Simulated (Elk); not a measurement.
Band structure of NiGePd (P4/nmm, 6 atoms in the cell).

```xyz
6
Lattice="3.6672 0.0000 0.0000 0.0000 3.6672 0.0000 0.0000 0.0000 6.3158" Properties=species:S:1:pos:R:3 pbc="T T T"
Ni     1.8336     1.8336     0.0000
Ni     0.0000     0.0000     0.0000
Ge     1.8336     0.0000     1.5411
Ge     0.0000     1.8336     4.7747
Pd     1.8336     0.0000     4.0405
Pd     0.0000     1.8336     2.2753
```

Method of the run: PBEsol, all-electron FP-LAPW, Elk's shipped species files, default APW+lo basis in Elk 10.2.4.

Settings: xctype = 22; stype = 0; swidth = 0.00367493 Ha; ngridk = 6 6 4; maxscl = 100.

The starting cell comes from a database of computed structures (which also holds hypothetical and non-ambient phases and stackings), without a prior relaxation at this level. Its lattice was rescaled by a random factor within 2.5 % of one. Spin polarisation is off. Values depend on the basis (sphere radii, cutoffs, local orbitals), which need not be converged.

Levels in eV from the Fermi level, bands 45 to 52:
```csv
point,45,46,47,48,49,50,51,52
Γ,-1.49,-1.04,-0.53,-0.43,-0.43,3.68,3.68,3.72
X,-1.79,-1.79,-1.18,-1.18,0.30,0.30,3.81,3.81
M,-1.39,-1.39,-0.31,-0.31,0.44,0.44,0.52,0.52
Z,-1.34,-1.05,-0.52,1.30,1.30,1.86,1.97,1.97
R,-1.63,-1.63,-1.56,-1.56,1.82,1.82,3.96,3.96
A,-1.39,-1.39,-1.29,-1.29,0.32,0.32,0.55,0.55
```

Bands cross the Fermi level along this path, so the cell is metallic at this level.
